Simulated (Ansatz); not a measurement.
# Several settings converged on VOs (P4mm, 2 atoms in the cell)

```
VOs
1.0
    3.00149     0.00000     0.00000
    0.00000     3.00149     0.00000
    0.00000     0.00000     3.00149
V Os
1 1
Direct
  0.00000   0.00000   0.01666
  0.50000   0.50000   0.50000
```
Moments meant for the start (each program seeds them in its own way; μB, in the order of the atoms V Os): 2.0 0.0.

Base method: LDA (PW92), default PAW files made with PBE (plane waves; Ansatz, a program for electronic structure).

Base settings: basis.ecutwfc = 420 eV; kpoints.mp_grid.grid = 11 11 11; hamiltonian.xc = lda; hamiltonian.pseudopotentials = {kind: paw} (the program's default PAW files); magnetization.spin_polarized = true; scf.occupations.method = fermi_dirac; scf.occupations.width = 0.1 eV.

The count of work is k-points × plane waves × bands × iterations; it is no time. Core times come from one kind of shared machine, to one figure; runs under 30 s give none.

**The k-point mesh**

The second cell is the first with its lattice scaled by 0.98.

Only quantities that move along the ladder and can be compared are tabulated.

| kpoints.mp_grid.grid | free energy less the last step's (meV/atom) | energy of the compressed cell less the first (meV/atom) | pressure (GPa) | largest difference of a force vector from the last step's (eV/Å) | net moment (μB/atom) | count of work / last | core time / last (rough) |
|---|---|---|---|---|---|---|---|
| 2 2 2 | 1358.70 | 44.28 | 1.06 | 0.084 | 0.414 | 0.011 | – |
| 4 4 4 | 47.04 | -7.30 | -10.51 | 0.102 | 0.000 | 0.024 | – |
| 6 6 6 | 0.18 | -4.87 | -10.23 | 0.099 | 0.000 | 0.058 | – |
| 8 8 8 | -1.31 | -2.98 | -9.91 | 0.015 | 0.000 | 0.10 | – |
| 10 10 10 | 0.07 | -2.42 | -9.81 | 0.020 | 0.000 | 0.44 | 0.4 |
| 11 11 11 | -0.18 | -2.03 | -9.75 | 0.012 | 0.000 | 0.42 | 0.4 |
| 14 14 14 | 0.00 | -2.35 | -9.79 | 0.000 | 0.000 | 1.0 | 1 |

Coarsest kpoints.mp_grid.grid that holds the forces within 0.01 eV/Å: not settled: the last two steps still differ by 0.012 eV/Å, over half the tolerance, so the ladder does not show it.

Coarsest kpoints.mp_grid.grid that holds the pressure within 1 GPa of the last step, with all finer ones: 4 4 4, at 0.024 of the last step's count of work; the step before is off by 11 GPa.

Coarsest kpoints.mp_grid.grid that holds the energy of the compressed cell less the first within 1 meV/atom of the last step, with all finer ones: 8 8 8, at 0.10 of the last step's count of work; the step before is off by 2.5 meV/atom.

The energy difference between the two cells stays within 1 meV/atom of the last step's from 8 8 8 on, the total only from 10 10 10 on: much of the error is common to both cells and cancels.

**The k-point mesh at a smearing width of 0.05 eV**

In this ladder: scf.occupations.width = 0.05 eV.

The second cell is the first with its lattice scaled by 0.98.

Only quantities that move along the ladder and can be compared are tabulated.

```csv
kpoints.mp_grid.grid,free energy less the last step's (meV/atom),energy of the compressed cell less the first (meV/atom),pressure (GPa),largest difference of a force vector from the last step's (eV/Å),count of work / last,core time / last (rough)
4 4 4,46.66,-8.50,-10.78,0.104,0.0095,–
6 6 6,-2.58,-6.30,-10.54,0.154,0.021,–
8 8 8,-1.60,-4.17,-10.17,0.017,0.097,–
12 12 12,-0.92,-3.95,-10.11,0.002,0.25,0.3
14 14 14,0.24,-3.65,-10.06,0.001,0.39,0.4
21 21 21,0.00,-3.55,-10.05,0.000,1.0,1
```

Coarsest kpoints.mp_grid.grid that holds the forces within 0.02 eV/Å of the last step, with all finer ones: 8 8 8, at 0.097 of the last step's count of work; the step before is off by 0.15 eV/Å.

Coarsest kpoints.mp_grid.grid that holds the free energy within 5 meV/atom of the last step, with all finer ones: 6 6 6, at 0.021 of the last step's count of work; the step before is off by 47 meV/atom.

Coarsest kpoints.mp_grid.grid that holds the energy of the compressed cell less the first within 0.5 meV/atom of the last step, with all finer ones: 12 12 12, at 0.25 of the last step's count of work and about 0.3 of the last step's time; the step before is off by 0.62 meV/atom.

The energy difference between the two cells stays within 1 meV/atom of the last step's from 8 8 8 on, the total only from 12 12 12 on: much of the error is common to both cells and cancels.

**The width of Methfessel-Paxton smearing**

In this ladder: kpoints.mp_grid.grid = 18 18 18; scf.occupations.method = methfessel_paxton.

Narrow widths need finer meshes than wide ones, so the last steps can hold mesh noise.

Only quantities that move along the ladder and can be compared are tabulated; pressure and forces are left out, as mesh noise rules them at narrow widths.

| scf.occupations.width | free energy less the last step's (meV/atom) | core time / last (rough) |
|---|---|---|
| 1 eV | -3.04 | 1.0 |
| 0.5 eV | -3.15 | 0.9 |
| 0.3 eV | -0.95 | 0.9 |
| 0.1 eV | 0.00 | 1 |

Widest scf.occupations.width that holds the free energy within 2 meV/atom of the last step, with all finer ones: 0.3 eV; the step before is off by 3.1 meV/atom.

Two neighbours can agree and both be off: 1 eV and 0.5 eV differ by 0.11 meV/atom in the free energy, yet lie about 3.1 meV/atom from the last step.

On the base run: the starting cell comes from a database of computed structures (which also holds hypothetical and non-ambient phases and stackings), without a prior relaxation at this level. Its lattice was rescaled by up to half a per cent. One atom was moved a little off its site on purpose. The starting moments vanished: the run ended non-magnetic, which need not be the lowest state. The program warned that a starting moment was not kept. In the base run, with a pressure of about -10 GPa the cell is away from its equilibrium volume at this level. Ansatz's pressure includes its estimate of the finite-basis (Pulay) stress.

Left out of this page: 2 runs of the series outside the window shown, repeating another row's setting, or not comparable.

Keys are those of Ansatz 0.2.
